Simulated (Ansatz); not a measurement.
Worked calculations on one periodic cell of amorphous Hf18O39Al2: Hf18O39Al2, 59 atoms, volume 754.7 Å³, made by a melt-quench on the CHGNet potential and relaxed with DFT. O atoms were pushed apart under 1.9 Å during the dynamics, to hinder bonds among them. It is a model cell: composition and starting density were chosen by hand, and all elements were melted together. Cycles of charging were run to anneal it. Method: PBE, scalar-relativistic without spin-orbit coupling (plane waves to 420 eV, PAW; Ansatz, a first-principles code). Sampling: a 2×2×2 Γ-centred mesh; Fermi-Dirac width 0.02 eV; no spin polarisation. Its volume was held where the quench left it, its shape was held as a cube, and it stands at a mean pressure of -1.1 GPa with stress components up to 2.0 GPa; the relaxation ran on the zone centre alone. Its density went from a set 8.56 to 8.56 g/cm³. The cell is small and was quenched far faster than a real film, so it is one sample of the glass.

Problem. Count formal charges (Hf +4, O -2, Al +3). What does the count lead one to expect at the Fermi level, and what does the calculation give?

Solution. 18 × (+4) + 39 × (-2) + 2 × (+3) = 0. The charges balance, so the anion-derived valence states can be full and a gap can open. On this mesh the highest filled and lowest empty level lie 3.77 eV apart, the PBE gap of this cell, with a localised state at one edge or both.

Four energies for an added electron at PBE on the zone centre alone (charged cells in a uniform background, spin-polarised): neutral at the neutral geometry -306283.745 eV; charged at the neutral geometry -306268.186 eV; charged and relaxed -306268.438 eV; neutral at the charged geometry -306283.358 eV.

Problem. Find the two relaxation energies and their sum, the reorganisation energy.

Solution. On charging: -306268.186 − (-306268.438) = 0.252 eV. On discharging: -306283.358 − (-306283.745) = 0.387 eV. The sum is 0.639 eV. The carrier's level spreads over 10 of the 59 atoms' worth, so it counts as partly localised, most on one Hf atom with neighbours O 2.13 Å, O 2.15 Å, O 2.16 Å, O 2.23 Å, O 2.24 Å, O 2.25 Å, O 2.29 Å, O 2.33 Å (neutral geometry). The values are uncorrected: the image energy of a point charge in this cell, 2.84 × 14.40 / (2 × 9.1) = 2.2 eV before screening, is screened by electrons alone at the fixed geometry and by ions too after relaxing, and the carrier can be spread before it relaxes, so each term can be off by up to that value times 1/ε∞, some tenths of an eV. PBE's self-interaction favours spread-out carriers, so a hybrid can localise more.

Four energies for a hole at PBE on the zone centre alone (charged cells in a uniform background, spin-polarised): neutral at the neutral geometry -306283.745 eV; charged at the neutral geometry -306295.227 eV; charged and relaxed -306295.414 eV; neutral at the charged geometry -306283.327 eV.

Problem. Find the two relaxation energies and their sum, the reorganisation energy.

Solution. On charging: -306295.227 − (-306295.414) = 0.187 eV. On discharging: -306283.327 − (-306283.745) = 0.418 eV. The sum is 0.605 eV. The carrier's level spreads over 5 of the 59 atoms' worth, so it counts as localised, most on one O atom with neighbours Hf 1.98 Å, Hf 1.98 Å (neutral geometry). The values are uncorrected: the image energy of a point charge in this cell, 2.84 × 14.40 / (2 × 9.1) = 2.2 eV before screening, is screened by electrons alone at the fixed geometry and by ions too after relaxing, and the carrier can be spread before it relaxes, so each term can be off by up to that value times 1/ε∞, some tenths of an eV. PBE's self-interaction favours spread-out carriers, so a hybrid can localise more.
